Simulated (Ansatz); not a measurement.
hcp Gd, treated with r²SCAN in Ansatz (plane waves, PAW).

Settings: plane-wave cutoff 560 eV, 18×18×10 k mesh (along the axes of the cell as run), Fermi–Dirac smearing 0.05 eV, spin-polarised with parallel moments, scalar-relativistic PAW data made under PBE.

Energies at three volumes about the minimum:

```
V (Å³/atom)  E − E_lowest (meV/atom)
-----------  -----------------------
33.199                          1.66
33.877                          0.00
34.554                          1.54
```

Question: Fit a parabola by hand: where is the minimum, and what is the bulk modulus?

Answer: Slopes: (0.00 − 1.66)/(33.877 − 33.199) = -2.448 and (1.54 − 0.00)/(34.554 − 33.877) = 2.275 meV/Å³. Curvature E″ = 2 × (2.275 − (-2.448))/(34.554 − 33.199) = 6.971 meV/Å⁶. From the middle of the first interval, the slope vanishes at V0 = 33.5380 − (-2.448)/6.971 = 33.889 Å³/atom. B = V0 E″ = 33.889 × 6.971 meV/Å³ × 0.1602 GPa per meV/Å³ = 37.8 GPa. The full Birch–Murnaghan fit to all volumes gives V0 = 33.881 Å³/atom and B0 = 37.8 GPa.

Shape and atoms are relaxed at each volume.

Measured, for comparison: bulk modulus 37.9 GPa (room temperature, no zero-point or thermal correction; as tabulated in Wikipedia's data pages); equilibrium volume per atom 33.05 Å³/atom (room temperature, no zero-point or thermal correction; as tabulated in Söderlind et al. (2014), doi:10.1088/0953-8984/26/41/416001). Computed less measured: bulk modulus -0.3 %, equilibrium volume per atom +2.5 %.

Note: the 4f shell is treated without U or exact exchange, so its levels and filling can be wrong; the collinear magnetic order is the start's and need not be the measured one.

Ansatz is a program for electronic structure.
